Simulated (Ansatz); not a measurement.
## Mg3SiO in the anti-perovskite structure (space group Pm-3m, No. 221; a hypothetical phase, not in the database extracts checked)

```cif
data_Mg3OSi
_chemical_formula_sum 'Mg3 Si1 O1'
_space_group_name_H-M_alt 'P 1'
_space_group_IT_number 1
_cell_length_a 4.18984
_cell_length_b 4.18984
_cell_length_c 4.18984
_cell_angle_alpha 90.000
_cell_angle_beta 90.000
_cell_angle_gamma 90.000
loop_
_space_group_symop_operation_xyz
  'x, y, z'
loop_
_atom_site_label
_atom_site_type_symbol
_atom_site_fract_x
_atom_site_fract_y
_atom_site_fract_z
_atom_site_occupancy
Mg1 Mg 0.00000 0.50000 0.50000 1
Mg2 Mg 0.50000 0.00000 0.50000 1
Mg3 Mg 0.50000 0.50000 0.00000 1
Si1 Si 0.00000 0.00000 0.00000 1
O1 O 0.50000 0.50000 0.50000 1
```

Computed with plane-wave PAW DFT at the PBEsol level (Ansatz, a quantum-chemistry and plane-wave program, 420 eV), no spin-orbit coupling. k-mesh 11×11×11 (Γ-centred); smearing 0.05 eV (Fermi–Dirac).

- Volume per atom: 14.71 Å³
- Density: 2.64 g/cm³
- Band gap: zero
- Total energy: -1384.230 eV/atom (σ→0; compares only within this code and set-up)

Whether these cells are dynamically stable was not tested. All final runs are without spin polarisation. A zero or small gap of Mg3SiO can be the functional's error rather than a property of the material.
